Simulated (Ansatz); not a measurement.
BeSe, response to strain

Start from BeSe in the zinc blende structure (space group F-43m, No. 216).

```yaml
crystal:
  lattice:
    - [0.00000, 2.56445, 2.56445]
    - [2.56445, 0.00000, 2.56445]
    - [2.56445, 2.56445, 0.00000]
  atoms:
    - { symbol: Be, position: [0.00000, 0.00000, 0.00000] }
    - { symbol: Se, position: [0.25000, 0.25000, 0.25000] }
```

Cartesian axes are those of the cell as printed.

Strains are applied to the cell and any free atomic positions relax.

Computed with Ansatz (a program for electronic structure) PBEsol, spin-orbit coupling left out.

Candidates:
(a) uniaxial strain ε_zz = +2.00 %
(b) uniaxial strain ε_zz = −2.50 %
(c) uniaxial strain ε_zz = +3.00 %

Notes on the quantities. energy relative to the base: free energy F.

### Question
Order them by energy relative to the base, highest first.

### Answer
(c) uniaxial strain ε_zz = +3.00 % (+6.1 meV/atom), (b) uniaxial strain ε_zz = −2.50 % (+4.4 meV/atom), (a) uniaxial strain ε_zz = +2.00 % (+2.7 meV/atom)

Stability against distortions was not tested.
